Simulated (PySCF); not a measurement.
PySCF 2.14.0, R2SCAN/def2-tzvp, df: B(F)(H)(NCO) (O=C=NBF), 6 atoms. The geometry is a generated start, not checked to be a minimum at this level.

| Property | Value |
|---|---|
| task | energy |
| method | r2scan |
| basis | def2-tzvp |
| two-electron scheme | density fitting |
| mol.max_memory | 3000 MB |
| mf.max_cycle | 100 |
| mf.init_guess | minao (default) |
| mf.DIIS | CDIIS (default) |
| mf.diis_space | 8 (default) |
| mf.conv_tol | 1e-09 (default) |
| mf.grids.level | 3 (default) |
| basis functions | 161 |
| grid points | 80224 |

```xyz
6

B      0.0341    -0.7626     0.7558
F      1.1283    -0.9640     1.4550
H     -0.9114    -1.4221     0.9615
N      0.0571     0.2429    -0.2113
C     -0.0954     1.0551    -1.0682
O     -0.2128     1.8507    -1.8928
```

One run each on 2 threads, 1 BLAS thread. Values of level_shift (Hartree) tried: 0 (default), 0.1, 0.3, 1.

**Question.** Predict the course of the Fock builds along this series.

**Answer.** Fewest Fock builds, within one of each other: 0 (default) with 13, 0.1 with 13, 0.3 with 14. The count rises to 34 at 1. All converge to one solution.

```tsv
level_shift (Hartree)	Fock builds	end
0 (default)	13	same solution
0.1	13	same solution
0.3	14	same solution
1	34	same solution
```
